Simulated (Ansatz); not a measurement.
**PBE against r2SCAN: hypothetical NiAs type PtS, biaxial strain −4.36 %, plane normal [001], relaxed out of plane**

Start from PtS in the NiAs type structure (space group P6_3/mmc, No. 194; a = 3.7509 Å, c = 5.5498 Å; a hypothetical phase, not in the database extracts checked; relaxed with 0.1 eV smearing). Axes: x lies along a and z along c of the hexagonal cell.

(Cell as relaxed with PBE.)

Levels (all Ansatz, a first-principles code, PAW): PBE (420 eV, scalar-relativistic without spin-orbit coupling); r2SCAN (500 eV, without spin-orbit coupling).

Each level relaxes its own structure.

| base | PBE | r2SCAN |
|---|---|---|
| volume per atom | 16.90 Å³ | 16.58 Å³ |
| lattice parameter a | 3.751 Å | 3.704 Å |
| band gap | zero | zero |

Perturbation: biaxial strain −4.36 %, plane normal [001], relaxed out of plane (Cartesian); in-plane vectors clamped, the third vector and the atoms free.

| quantity | PBE | r2SCAN |
|---|---|---|
| mean in-plane stress (compression positive) | +6.0 GPa | [?] |
| volume per atom | 16.33 Å³ | [?] |

Task: What does r2SCAN give?

Result: 
- mean in-plane stress (compression positive), r2SCAN: +6.3 GPa
- volume per atom, r2SCAN: 16.04 Å³

PBE's in-plane stress lies 0.39 GPa below r2SCAN's; PBE's volume per atom lies 0.285 Å³ above r2SCAN's (1.8 %). Neither level is exact; r2SCAN is the comparison here, not a measurement.

Whether these cells are dynamically stable was not tested. The final runs are not spin-polarised.
